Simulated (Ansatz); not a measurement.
The parent structure is YN in the rock salt structure (space group Fm-3m, No. 225; a = 4.856 Å).

Modification: a negative pressure, −1 GPa.

Levels (all Ansatz, a program for electronic structure, PAW): PBEsol (420 eV, without spin-orbit coupling); r2SCAN (500 eV, no spin-orbit coupling); HSE06 (420 eV, spin-orbit coupling left out).

At the geometry relaxed with PBEsol, these levels gave the following band gaps, in shuffled order: (a) 0.55 eV, (b) 1.06 eV, (c) 0.09 eV.

Question: Match each gap to its level.

Answer: (a) r2SCAN; (b) HSE06; (c) PBEsol.

Single points use the geometry relaxed with PBEsol. The hybrid gap comes from the SCF mesh plus the semilocal run's edge points and a few special points and is an upper bound. Load acts through the strain it causes; cell and atoms are relaxed under it. Whether these cells are dynamically stable was not tested. A zero or small gap of YN can be the functional's error rather than a property of the material.
